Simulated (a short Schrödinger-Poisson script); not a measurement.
Solved with a short Schrödinger-Poisson script written for these runs: 1D Poisson equation in equilibrium, electrons quantum, Hartree (BenDaniel-Duke, 40 states a valley, the channel's in-plane mass for all, wave functions free to enter the barrier), parabolic valleys, classical holes, full ionisation, no traps, pinning or gate leakage.

Stack: gated Al0.3Ga0.7As/GaAs δ-doped gas in a quantum well, at 300 K.

From the gate side: 8 nm Al0.3Ga0.7As; 2 nm Al0.3Ga0.7As; 20 nm GaAs; 4000 nm Al0.3Ga0.7As, acceptors 3e15 cm⁻³.

Constants are typed, rounded textbook-type inputs, not results; the design itself was drawn at random and stands for no fabricated device. Al0.3Ga0.7As: permittivity 12.05, conduction-band edge (eV) 0.237, gap (eV) 1.798, electron mass (mₑ) 0.0919, Nv at 300 K (cm⁻³) 9e18. GaAs: permittivity 12.9, conduction-band edge (eV) 0, gap (eV) 1.424, Nv at 300 K (cm⁻³) 9e18.

Channel valleys (confinement mass, in-plane density-of-states mass, number): Γ 0.067, 0.067, 1. At the gate the conduction-band edge of layer 1 lies 0.99 eV − eVg above the Fermi level of the channel; the field vanishes at the back. Sheet of ionised δ-doping: +5.8e12 e/cm² at 8 nm from the gate. The barrier under the gate holds no holes. Gaps are held at their typed values at every temperature. Mesh 0.08 nm at interfaces.

**Question.** Give the sheet density of all electrons at Vg = 0 V (cm⁻²); the centroid of the channel electrons at Vg = 0.5 V (nm); the capacitance at Vg = 0.5 V (μF/cm²).

**Answer.** sheet density of all electrons at Vg = 0 V (cm⁻²): 7.16e9; centroid of the channel electrons at Vg = 0.5 V (nm): 5.07; capacitance at Vg = 0.5 V (μF/cm²): 0.791.
